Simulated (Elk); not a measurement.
Elk run on AlAs (F-43m, 2 atoms in the cell): self-consistent single point.

Method of the run: Elk with PBE, all-electron FP-LAPW, Elk's shipped species files, APW+lo basis with extra local orbitals.

The change in words: lattice scaled by 0.98. Reference geometry:
```
AlAs
1.0
    0.00000     2.82712     2.82712
    2.82712     0.00000     2.82712
    2.82712     2.82712     0.00000
Al As
1 1
Direct
  0.00000   0.00000   0.00000
  0.75000   0.75000   0.75000
```

Reference input (self-consistent single point, DFT, PBE, all-electron FP-LAPW, Elk's shipped species files, APW+lo basis with extra local orbitals): xctype = 20; rgkmax = 8; stype = 0; swidth = 0.0001 Ha; ngridk = 10 10 10; tforce = true; gmaxvr = 18 1/bohr; lmaxapw = 10; lmaxo = 8; nxlo = 2; lorbcnd = true; lradstp = 2. This run's input differs from it in these lines:

```diff
@@ -46,3 +46,3 @@
 scale
-  7.555400549
+  7.404293393
```

Output (repeated stretches shortened):

```
│ Self-consistent loop started │
│ Loop number : 1 │
 total energy                :     -2510.32973912
│ Loop number : 2 │
 total energy                :     -2510.24974852
RMS change in Kohn-Sham potential (target) :   0.3875306983     (  0.1000000000E-05)
Absolute change in total energy (target)   :   0.7999060280E-01 (  0.1000000000E-03)
│ Loop number : 3 │
 total energy                :     -2508.03702054
RMS change in Kohn-Sham potential (target) :   0.2517700166     (  0.1000000000E-05)
Absolute change in total energy (target)   :    2.232725627     (  0.1000000000E-03)
│ Loop number : 4 │
   [... lines left out ...]
Absolute change in total energy (target)   :   0.6662444721E-03 (  0.1000000000E-03)
│ Loop number : 13 │
 total energy                :     -2503.98351945
RMS change in Kohn-Sham potential (target) :   0.1853215398E-06 (  0.1000000000E-05)
Absolute change in total energy (target)   :   0.1971649613E-03 (  0.1000000000E-03)
│ Loop number : 14 │
 total energy                :     -2503.98350686
RMS change in Kohn-Sham potential (target) :   0.4661903914E-07 (  0.1000000000E-05)
Absolute change in total energy (target)   :   0.6187353711E-04 (  0.1000000000E-03)
Convergence targets achieved

│ Loop number : 15 │

Energies :
 Fermi                       :     0.190518828480
 total energy                :     -2503.98350639

Density of states at Fermi energy :   0.8022320749E-05
 (states/Hartree/unit cell)

Estimated indirect band gap :   0.4869652485E-01
 from k-point      1 to k-point     41
Estimated direct band gap   :   0.9453816359E-01
 at k-point      1

Charges :
 core                        :    22.00000000
 valence                     :    24.00000000
 interstitial                :    3.221028961
 muffin-tins (core leakage)
  species :    1 (Al)
   atom    1                 :    11.19198510     (  0.6344829371E-03)
  species :    2 (As)
   atom    1                 :    31.58698594     (  0.2110665153E-03)
 total in muffin-tins        :    42.77897104
   [... lines left out ...]
   total force               :    -0.00000000    0.00000000    0.00000000
   total magnitude           :     0.00000000
 species :    2 (As)
  atom :    1
   Hellmann-Feynman          :    -0.00000000    0.00000000    0.00000000
   IBS                       :     0.00000000   -0.00000000   -0.00000000
   total force               :     0.00000000   -0.00000000   -0.00000000
   total magnitude           :     0.00000000
```

The run converged in 15 iterations. The count includes the last loop, which Elk runs after its targets are met. Against the reference run the gap on the mesh goes from 1.437 to 1.325 eV.

The starting cell comes from a database of computed structures (which also holds hypothetical and non-ambient phases and stackings), without a prior relaxation at this level. Its lattice was rescaled by a random factor within 2.5 % of one. For this run, on top of that: lattice scaled by 0.98. Values depend on the basis (sphere radii, cutoffs, local orbitals), which need not be converged.
